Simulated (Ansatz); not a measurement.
The parent structure is AlRu in the CsCl type structure (space group Pm-3m, No. 221; a = 2.9832 Å; relaxed with 0.1 eV smearing). Axes: x, y, z lie along the cube axes.

Calculations: Ansatz (a program for electronic structure), r2SCAN, PAW, cutoff 500 eV, without spin-orbit coupling.

For the base:

| Quantity | Value |
|---|---|
| Shortest interatomic distance | 2.583 Å |
| Pressure | 0.0 GPa |

The change: uniaxial strain ε_zz = −2.50 %, all other strain components held at zero, atoms relaxed at fixed cell.

Q: How does this affect the shortest interatomic distance, energy relative to the base and pressure?

A: The shortest interatomic distance drops by 0.021 Å, from 2.583 Å to 2.562 Å; the energy rises by 9.5 meV/atom; the pressure (mean of the normal stresses, compression positive) goes from zero to 6.0 GPa.

Whether these cells are dynamically stable was not tested. All final runs are without spin polarisation.
